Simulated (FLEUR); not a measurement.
FLEUR run on SrMn₂As₂ (P-3m1, 5 atoms in the cell): self-consistent single point.

Level of theory: PBEsol, all-electron FLAPW (FLEUR), scalar-relativistic valence.

```
CELL_PARAMETERS angstrom
      4.07631     0.00000     0.00000
     -2.03816     3.53019     0.00000
      0.00000     0.00000     7.35147
ATOMIC_POSITIONS crystal
  Sr 0.00000 0.00000 0.00000
  Mn 0.66667 0.33333 0.38768
  Mn 0.33333 0.66667 0.61232
  As 0.66667 0.33333 0.71796
  As 0.33333 0.66667 0.28204
```
Moments meant for the start (each program seeds them in its own way; μB, in the order of the atoms Sr Mn Mn As As): 0.0 4.0 4.0 0.0 0.0.

Reference input (self-consistent single point, DFT, PBEsol, all-electron FLAPW (FLEUR), scalar-relativistic valence): Kmax = 3.8 1/bohr; GmaxXC = 15.2 1/bohr; xcFunctional = PBEs; jspins = 2; l_soc = F; mode = hist; fermiSmearingEnergy = 0.00367493 Htr; mesh (inpgen div1-3) = 5 5 3; inpgen gamma flag = false; Gmax = 15.2 1/bohr; numbands = 0; maxIterBroyd = 99. This run's input differs from it in these lines:

```diff
@@ -18,3 +18,3 @@
 &exco xctyp='PBEs' /
-&kpt div1=5 div2=5 div3=3 /
+&kpt div1=1 div2=1 div3=1 /
 &end /
```

Output, abridged:

```
 Iteration:     1   Distance:      23.91307267 me/bohr^3
 Iteration:     2   Distance:      20.73261662 me/bohr^3
 Iteration:     3   Distance:      15.19005861 me/bohr^3
 Iteration:     4   Distance:      14.63801810 me/bohr^3
 Iteration:     5   Distance:      10.54522533 me/bohr^3
   [... 71 lines left out ...]
 Iteration:    77   Distance:       1.62360696 me/bohr^3
 Iteration:    78   Distance:       0.55575550 me/bohr^3
 Iteration:    79   Distance:       0.50782491 me/bohr^3
 Iteration:    80   Distance:       0.51465580 me/bohr^3
 Run finished successfully
 Stop message:
   all done

[file out, last iteration]
             iter=     80
[...]
          total density-effective poten   -1.6052446987E+04
          total charge density-energy d   -3.7022364996E+02
 Updated energy parameters for spin:           1
 Updated energy parameters for spin:           2
[...]
 fermi energy and band-weighting factors:
FERMIE:
   [... lines left out ...]
          first approx. to ef    (T=0)  :   0.324333 htr   (energy of the highest occ. eigenvalue)
FERHIS:  Fermi-Energy by histogram:
          bandgap                     :   0.000000 htr
          charge neutrality (T=0)     :   0.000000    (zero if the highest occ. eigenvalue is "entirely" occupied)
     EF_NEWTON:  Adjust Fermi-Energy by Newton-Method.
 Direct bandgap for spin            1 :    2.2370558709164101E-002  Htr
 Direct bandgap for spin            2 :    2.3399897636049327E-002  Htr
 ---->    free energy=                    -10011.8646771007 htr
   [... lines left out ...]
                       FX_TOT= 0.000000 FY_TOT= 0.000000 FZ_TOT= 0.000000
 TOTAL FORCE FOR ATOM TYPE=  2  X= -3.852   Y=  2.224   Z=  5.386
                       FX_TOT= 0.000000 FY_TOT= 0.000000 FZ_TOT=-0.035133
 TOTAL FORCE FOR ATOM TYPE=  3  X= -3.852   Y=  2.224   Z= -3.918
                       FX_TOT= 0.000000 FY_TOT= 0.000000 FZ_TOT=-0.060595
No new postions, force convergence required= 0.00001; max force distance= 0.00038
---->    distance of charge densities for spin  1                 it=   80:     0.287793 me/bohr**3
---->    distance of charge densities for spin  2                 it=   80:     0.356326 me/bohr**3
---->    distance of charge densities for it=   80:     0.393338 me/bohr**3
---->    distance of spin densities for it=   80:     0.514656 me/bohr**3
GENERALIZED ANDERSON MIXING: alpha=   0.05000 History-length=79
     ******* it= 80  is completed********
```

The run ended unconverged after 80 iterations. 

The starting cell comes from a database of computed structures (which also holds hypothetical and non-ambient phases and stackings), without a prior relaxation at this level. Values depend on the basis (sphere radii, cutoffs, local orbitals), which need not be converged.

These are the values that this program gave, and no reference: the default basis lacks the next d shell.

Cost on one core of a shared machine: roughly 6 min.
